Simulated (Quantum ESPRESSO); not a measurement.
# Parameter sweep on Mg6AlSn (Amm2, 8 atoms in the cell)

```
Mg6AlSn
1.0
    5.28193     0.00000     0.00000
    0.00000     3.22637     5.45756
    0.00000    -3.22637     5.45756
Mg Al Sn
6 1 1
Direct
  0.50000   0.83324   0.33374
  0.50000   0.33374   0.83324
  0.00000   0.67156   0.16084
  0.00000   0.16084   0.67156
  0.00000   0.66882   0.66882
  0.00000   0.16575   0.16575
  0.50000   0.83273   0.83273
  0.50000   0.33334   0.33334
```

Base run A: PBEsol, SSSP 1.1.2 efficiency (PBE) pseudopotentials (Quantum ESPRESSO), self-consistent single point.

Its settings: ecutwfc = 40 Ry; ecutrho = 320 Ry; occupations = smearing; smearing = marzari-vanderbilt; degauss = 0.0073499 Ry; input_dft = pbesol; K_POINTS = automatic 4 3 3 0 0 0; conv_thr = 1e-10 Ry; mixing_beta = 0.3.

The starting cell comes from a database of computed structures (which also holds hypothetical and non-ambient phases and stackings), without a prior relaxation at this level. Its lattice was rescaled by a random factor within 2.5 % of one. In the base run, with a pressure of about -3 GPa the cell is away from its equilibrium volume at this level.

ΔF is the free energy per atom less that of run A. 

Run A gave: pressure (GPa) -3.01; largest force (eV/Å) 0.059; TS (meV/atom) 0.6; k-points 12.

Runs:
- B: degauss, K_POINTS = 0.002205 Ry, automatic 3 3 3 0 0 0
- C: degauss, K_POINTS = 0.02205 Ry, automatic 3 3 3 0 0 0
- D: degauss, K_POINTS = 0.002205 Ry, automatic 4 4 4 0 0 0
- E: degauss, K_POINTS = 0.02205 Ry, automatic 4 4 4 0 0 0
- F: degauss, K_POINTS = 0.002205 Ry, automatic 5 4 4 0 0 0
- G: degauss, K_POINTS = 0.0073499 Ry, automatic 5 4 4 0 0 0
- H: degauss, K_POINTS = 0.02205 Ry, automatic 5 4 4 0 0 0
- I: degauss, K_POINTS = 0.002205 Ry, automatic 5 5 5 0 0 0
- J: degauss, K_POINTS = 0.02205 Ry, automatic 5 5 5 0 0 0

Question: What does run E change against A?

Answer: The free energy rises by 27.4 meV/atom, the pressure goes from -3.01 to -2.87 GPa and the largest force goes from 0.059 to 0.066 eV/Å.

Question: What does run H change against A?

Answer: The free energy rises by 35.5 meV/atom, the pressure goes from -3.01 to -2.81 GPa and the largest force goes from 0.059 to 0.081 eV/Å.

Question: What does run G change against A?

Answer: The free energy goes up by 35.6 meV/atom, the pressure goes from -3.01 to -2.79 GPa and the largest force goes from 0.059 to 0.096 eV/Å.

```tsv
run	ΔF (meV/atom)	pressure (GPa)	largest force (eV/Å)	TS (meV/atom)	k-points
A	0.00	-3.01	0.059	0.6	12
B	-3.8	-3.08	0.141	0.0	8
C	-3.4	-3.07	0.144	-1.8	8
D	30.0	-2.90	0.092	0.2	21
E	27.4	-2.87	0.066	4.2	21
F	35.9	-2.73	0.094	0.0	21
G	35.6	-2.79	0.096	0.5	21
H	35.5	-2.81	0.081	1.8	21
I	31.8	-2.84	0.077	0.2	27
J	29.9	-2.83	0.070	0.1	27
```
